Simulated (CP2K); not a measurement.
Worked example: self-consistent single point of GaSb (F-43m, 2 atoms in the cell) in CP2K.

Method of the run: LDA (Pade form), GPW, DZVP-MOLOPT-PBE-GTH basis, GTH-PBE potentials (POTENTIAL_UZH) (CP2K).

```
CELL_PARAMETERS angstrom
      4.44338     0.00000     0.00000
      2.22169     3.84808     0.00000
      2.22169     1.28269     3.62801
ATOMIC_POSITIONS crystal
  Ga 0.00000 0.00000 0.00000
  Sb 0.75000 0.75000 0.75000
```

Reference input (self-consistent single point, DFT PBE, GPW, DZVP-MOLOPT-PBE-GTH basis, GTH-PBE potentials (POTENTIAL_UZH)): CUTOFF = 600 Ry; REL_CUTOFF = 60 Ry; SMEAR/METHOD = GAUSSIAN; SIGMA = 0.1 eV; KPOINTS/SCHEME = MONKHORST-PACK 9 9 9; XC_FUNCTIONAL = PBE; Ga/BASIS_SET = DZVP-MOLOPT-PBE-GTH-q13; Ga/POTENTIAL = GTH-PBE-q13; Sb/BASIS_SET = DZVP-MOLOPT-PBE-GTH-q5; Sb/POTENTIAL = GTH-PBE-q5; METHOD = GPW; EPS_DEFAULT = 1e-10. This run's input differs from it in these lines:

```diff
@@ -43,3 +43,3 @@
     &XC
-      &XC_FUNCTIONAL PBE
+      &XC_FUNCTIONAL PADE
       &END XC_FUNCTIONAL
```

Output, abridged:

```
 SCF WAVEFUNCTION OPTIMIZATION

  Step     Update method      Time    Convergence         Total energy    Change
     1 NoMix/Diag. 0.20E+00      -     0.74714466       -79.9408432346 -7.99E+01
     2 Broy./Diag. 0.20E+00      -     0.00579239       -80.1317419247 -1.91E-01
     3 Broy./Diag. 0.20E+00      -     0.02584235       -79.9440698220  1.88E-01
     4 Broy./Diag. 0.20E+00      -     0.00161134       -79.8281208381  1.16E-01
     5 Broy./Diag. 0.20E+00      -     0.00283241       -79.8506866679 -2.26E-02
     6 Broy./Diag. 0.20E+00      -     0.00672953       -79.8697492840 -1.91E-02
   [... 7 lines left out ...]
    14 Broy./Diag. 0.20E+00      -     0.00000235       -79.8828375180 -2.83E-06
    15 Broy./Diag. 0.20E+00      -     0.00000048       -79.8828370991  4.19E-07
    16 Broy./Diag. 0.20E+00      -     0.00000144       -79.8828300520  7.05E-06
    17 Broy./Diag. 0.20E+00      -     0.00000007       -79.8828268042  3.25E-06
  *** SCF run converged in    17 steps ***

  Overlap energy of the core charge distribution:               0.00000000102198
  Self energy of the core charge distribution:               -109.24705457334224
  Core Hamiltonian energy:                                     31.52796449544886
  Hartree energy:                                               9.11461817749700
  Exchange-correlation energy:                                -11.27833468659500
  Smearing free energy correction:                             -0.00002021813415
  Fermi energy:                                                 0.11708090079510

  Total energy:                                               -79.88282680415092
  Total energy (extrapolated to sigma->0):                    -79.88281669508385

                     Mulliken Population Analysis

   [... lines left out ...]

 STRESS| Analytical stress tensor [bar]
 STRESS|                        x                   y                   z
 STRESS|      x       -2.86639514050E+04  -5.47116251578E-02  -3.88195860573E-02
 STRESS|      y       -5.47116251578E-02  -2.86638126485E+04   1.32516859393E-01
 STRESS|      z       -3.88195860573E-02   1.32516859393E-01  -2.86640851143E+04
 STRESS| 1/3 Trace                                            -2.86639497226E+04
```

The run converged in 17 iterations. Against the reference run the pressure goes from -0.80 to -2.87 GPa.

The starting cell comes from a database of computed structures (which also holds hypothetical and non-ambient phases and stackings), without a prior relaxation at this level. Its lattice was rescaled by a random factor within 2.5 % of one. Values carry the incompleteness of an atom-centred basis. The potentials were made for another functional than the one used. The run gives no clean gap (levels at the Fermi energy touch, overlap or are partly filled at this smearing), which alone does not show that the compound is a metal.

Cost on one core of a shared machine: roughly 2 min.
